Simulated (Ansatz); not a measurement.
## C, pressure series

Base system: C in the diamond structure (space group Fd-3m, No. 227; a = 3.5603 Å).

Cell and atoms are relaxed at each pressure.

Calculations: Kohn–Sham DFT with the r2SCAN functional, run in Ansatz (a first-principles code) with PAW and 500 eV plane waves, no SOC.

Candidates:
(a) pressure 9 GPa
(b) pressure 22.5 GPa
(c) pressure −1 GPa
(d) pressure 30 GPa
(e) pressure 15 GPa

For the base:

| Item | Value |
|---|---|
| Smallest direct gap | 5.90 eV |

### Question
Order them by smallest direct gap, highest first.

### Answer
(d) pressure 30 GPa (6.07 eV), (b) pressure 22.5 GPa (6.03 eV), (e) pressure 15 GPa (5.98 eV), (a) pressure 9 GPa (5.95 eV), (c) pressure −1 GPa (5.89 eV)

Load acts through the strain it causes; cell and atoms are relaxed under it. Stability against distortions was not tested. Competing high-pressure phases were not computed.
